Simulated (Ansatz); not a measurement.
SnS2 in the 2H-MoS2 type structure (space group P6_3/mmc, No. 194; a hypothetical phase, not in the database extracts checked; layered, stacked along the Cartesian z axis)

```cif
data_S4Sn2
_chemical_formula_sum 'Sn2 S4'
_space_group_name_H-M_alt 'P 1'
_space_group_IT_number 1
_cell_length_a 3.58880
_cell_length_b 3.58880
_cell_length_c 11.88889
_cell_angle_alpha 90.000
_cell_angle_beta 90.000
_cell_angle_gamma 120.000
loop_
_space_group_symop_operation_xyz
  'x, y, z'
loop_
_atom_site_label
_atom_site_type_symbol
_atom_site_fract_x
_atom_site_fract_y
_atom_site_fract_z
_atom_site_occupancy
Sn1 Sn 0.33333 0.66667 0.25000 1
Sn2 Sn 0.66667 0.33333 0.75000 1
S1 S 0.33333 0.66667 0.61434 1
S2 S 0.66667 0.33333 0.11434 1
S3 S 0.66667 0.33333 0.38566 1
S4 S 0.33333 0.66667 0.88566 1
```

All numbers come from PBE-D3(BJ) (Ansatz, a quantum-chemistry and plane-wave program, PAW, no spin-orbit coupling). Γ-centred 15×15×4 mesh, Fermi–Dirac width 0.05 eV.

| Item | Result |
|---|---|
| Volume per atom | 22.10 Å³ |
| Density | 4.58 g/cm³ |
| Band gap | zero |
| Total energy | -2609.856 eV/atom (σ→0; compares only within this code and set-up) |

Whether these cells are dynamically stable was not tested. The final runs are not spin-polarised. The zero or small gap of SnS2 can change with the level of theory.
